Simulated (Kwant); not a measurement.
System: π system c1cc2cccc3c4cccc5cccc(c(c1)c23)c54 between two chain leads. The π system is taken as planar. Atoms are numbered from 0 in the order of the SMILES. Site energies (eV, carbon 0): [0.0, 0.0, 0.0, 0.0, 0.0, 0.0, 0.0, 0.0, 0.0, 0.0, 0.0, 0.0, 0.0, 0.0, 0.0, 0.0, 0.0, 0.0, 0.0, 0.0]. Bonds (i, j, β in eV): (0,1,-2.4) (1,2,-2.4) (2,3,-2.4) (3,4,-2.4) (4,5,-2.4) (5,6,-2.4) (6,7,-2.4) (7,8,-2.4) (8,9,-2.4) (9,10,-2.4) (10,11,-2.4) (11,12,-2.4) (12,13,-2.4) (13,14,-2.4) (14,15,-2.4) (15,16,-2.4) (16,17,-2.4) (16,18,-2.4) (15,19,-2.4) (17,0,-2.4) (18,2,-2.4) (18,6,-2.4) (19,7,-2.4) (19,11,-2.4). Leads: chains of hopping −3.6 eV, joined by −1.2 eV to atoms 0 and 9.

Site energies and bond integrals are typed Hückel values.

Model: Hückel tight-binding model, one pz orbital an atom, one spin, coherent transport at 0 K (Kwant). Conductance is in e²/h.

Sweep values stay those of the base run.

Base results: transmission at E = 0 < 1e-12.

Question: What follows from this one change: contacts moved from atoms [0, 9] to [0, 1]?

Answer: transmission at E = 0 < 1e-12 → 0.048.

Question: What follows from this one change: contacts moved from atoms [0, 9] to [1, 10]?

Answer: transmission at E = 0 < 1e-12 → 0.022.
